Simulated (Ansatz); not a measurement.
**What Se interstitial (started 2.45 Å from the nearest host atom), symmetric start does to ZnSe**

The parent structure is a 16-atom supercell of ZnSe in the zinc blende structure (space group F-43m, No. 216; a = 5.665 Å) at its relaxed geometry.

Modification: a neutral Se interstitial (started 2.45 Å from the nearest host atom), symmetric start, atoms relaxed at fixed cell.

Method: r2SCAN (Ansatz, a quantum-chemistry and plane-wave program; PAW; 500 eV plane waves; without spin-orbit coupling). k-mesh 4×4×4 (Γ-centred); smearing 0.01 eV (Fermi–Dirac).

| quantity | base | changed | shift |
|---|---|---|---|
| pressure | 0.0 GPa | 6.2 GPa | +6.2 GPa |
| final site of the added atom | – | 4 Se at 2.66 Å and 6 Zn at 2.83 Å | – |

Final structure:

```
CELL_PARAMETERS angstrom
      0.00000     5.66546     5.66546
      5.66546     0.00000     5.66546
      5.66546     5.66546     0.00000
ATOMIC_POSITIONS crystal
  Se 0.38555 0.38555 0.38555
  Se 0.38555 0.38555 0.84336
  Se 0.38555 0.84336 0.38555
  Se 0.37372 0.87543 0.87543
  Se 0.84336 0.38555 0.38555
  Se 0.87543 0.37372 0.87543
  Se 0.87543 0.87543 0.37372
  Se 0.87543 0.87543 0.87543
  Zn 0.00000 0.00000 0.00000
  Zn 0.00018 0.00018 0.49982
  Zn 0.00018 0.49982 0.00018
  Zn 0.00018 0.49982 0.49982
  Zn 0.49982 0.00018 0.00018
  Zn 0.49982 0.00018 0.49982
  Zn 0.49982 0.49982 0.00018
  Zn 0.50000 0.50000 0.50000
  Se 0.25000 0.25000 0.25000
```

Cost of the whole job for the changed cell (relaxation, final SCF and bands): roughly 5 core-minutes.

The magnetic state is the one reached from the starting moments; the real material's order can differ, and small cells can't hold many antiferromagnetic ones. The cell is small, so the values are those of an ordered compound at a high defect concentration; dilute-limit values will differ. The mesh was chosen for an insulator and is coarse for the gapless case. The defect started on the symmetric site and kept its symmetry, so it may sit on a saddle. Starting moments died away, wholly or in part, for Se interstitial (started 2.45 Å from the nearest host atom); another magnetic solution may exist. The defect cell is spin-polarised and ends with 0.0 μB.
